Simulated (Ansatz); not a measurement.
## InSeBr (model structure, from the BiTeI type, P3m1, No. 156): smallest direct gap on the k points sampled by level of theory

No measured value is used here.

```csv
level (code),value (eV)
LDA (Ansatz),1.41
PBE+SOC (Ansatz),1.50
PBEsol+SOC (Ansatz),1.40
r²SCAN+SOC (Ansatz),1.96
HSE06+SOC (Ansatz),2.32
```

Computed values are for a static lattice. Spin–orbit coupling is included only where a level's name says +SOC; with heavier elements it mostly lowers gaps and can invert bands.  Values are at the PBE-D3(BJ) cell. Cutoffs and k meshes differ between the levels. Ansatz's density-functional and Hartree–Fock values are scalar-relativistic unless marked +SOC, with PAW data made under PBE.

A model structure was made by putting elements into a prototype or built by hand; it is no filed structure, need not be a known phase, and can be a saddle point held by its symmetry.

Ansatz is a quantum-chemistry and plane-wave program.
